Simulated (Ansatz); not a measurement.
Base system: HfO$_{2}$ (space group P2_1/c, No. 14).

```yaml
crystal:
  lattice:
    - [5.16120, 0.00000, 0.00000]
    - [0.00000, 5.21182, 0.00000]
    - [-0.89809, 0.00000, 5.27640]
  atoms:
    - { symbol: Hf, position: [0.27574, 0.04289, 0.20837] }
    - { symbol: Hf, position: [0.72426, 0.54289, 0.29163] }
    - { symbol: Hf, position: [0.72426, 0.95711, 0.79163] }
    - { symbol: Hf, position: [0.27574, 0.45711, 0.70837] }
    - { symbol: O, position: [0.06715, 0.32865, 0.34844] }
    - { symbol: O, position: [0.93285, 0.82865, 0.15156] }
    - { symbol: O, position: [0.93285, 0.67135, 0.65156] }
    - { symbol: O, position: [0.06715, 0.17135, 0.84844] }
    - { symbol: O, position: [0.44917, 0.75721, 0.47664] }
    - { symbol: O, position: [0.55083, 0.25721, 0.02336] }
    - { symbol: O, position: [0.55083, 0.24279, 0.52336] }
    - { symbol: O, position: [0.44917, 0.74279, 0.97664] }
```

The values are results of PBE, PAW, 420 eV (Ansatz, a program for electronic structure; no spin-orbit coupling), not measurements.

Base values:

The pressure comes out as 0.00 GPa. The band gap comes out as 4.04 eV and the smallest direct gap is 4.12 eV. The gap character is indirect, Γ → Y₂.

The change: every lattice vector is shortened by 2.89 %; the atoms relax in the strained cell.

Predict the new pressure, band gap, smallest direct gap and gap character.

The pressure (mean of the normal stresses, compression positive) goes from zero to 19.11 GPa; the band gap increases by 0.23 eV (4.04 eV → 4.27 eV); the smallest direct gap rises by 0.232 eV (4.12 eV → 4.36 eV); the gap character changes from indirect, Γ → Y₂ to indirect, Γ–A (29 % along) → Y₂.

Spin-orbit coupling, missing from the scalar runs, can matter with Hf. Whether these cells are dynamically stable was not tested.
